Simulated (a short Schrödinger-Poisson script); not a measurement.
Structure: symmetric double-gate stack, SiO2 on p-type Si(100), at 300 K.

| layer | material | thickness (nm) | Na (cm⁻³) |
|---|---|---|---|
| 1 | SiO2 | 1.9 | - |
| 2 | Si | 4 | 8e16 |
| 3 | SiO2 | 1.9 | - |

The device is made up for the run: typed textbook-type constants, with dimensions and the other settings drawn at random. SiO2: permittivity 3.9, conduction-band edge (eV) 3.15, gap (eV) 9, electron mass (mₑ) 0.5. Si: permittivity 11.7, conduction-band edge (eV) 0, gap (eV) 1.124, Nv at 300 K (cm⁻³) 3.1e19.

Channel valleys (confinement mass, in-plane density-of-states mass, number): Δ2 0.916, 0.19, 2; Δ4 0.19, 0.417, 4. At the gates, both at one voltage, the conduction-band edge of layer 1 lies 3.24 eV − eVg above the Fermi level of the channel. Gaps are held at their typed values at every temperature. Mesh 0.03 nm at interfaces.

Solved with a short Schrödinger-Poisson script written for these runs: 1D Poisson equation in equilibrium, electrons classical, Boltzmann, parabolic valleys, classical holes, full ionisation, no traps, pinning or gate leakage.

The same stack at other levels of the model or other numerical settings:

| run | sheet density of all electrons at Vg = 1.5 V (cm⁻²) | sheet density of all electrons at Vg = 0.3 V (cm⁻²) | capacitance of both gates at Vg = 1.5 V (μF/cm²) | rough cost against the base |
|---|---|---|---|---|
| base | 3.00e13 | 4.77e12 | 3.49 | about 1 |
| electrons treated as classical, Fermi-Dirac | 2.88e13 | 4.68e12 | 3.30 | 2 |
| electrons treated as quantum, Hartree | 2.60e13 | 3.69e12 | [?] | 30 |
| mesh six times as coarse | [?] | 4.71e12 | [?] | about 1 |

Q: Fill in the missing entries.

A: 
- mesh six times as coarse, sheet density of all electrons at Vg = 1.5 V (cm⁻²): 2.95e13
- electrons treated as quantum, Hartree, capacitance of both gates at Vg = 1.5 V (μF/cm²): 3.11
- mesh six times as coarse, capacitance of both gates at Vg = 1.5 V (μF/cm²): 3.43

The classical rows ignore confinement, and Boltzmann statistics overrate the density once the band edge passes the Fermi level.
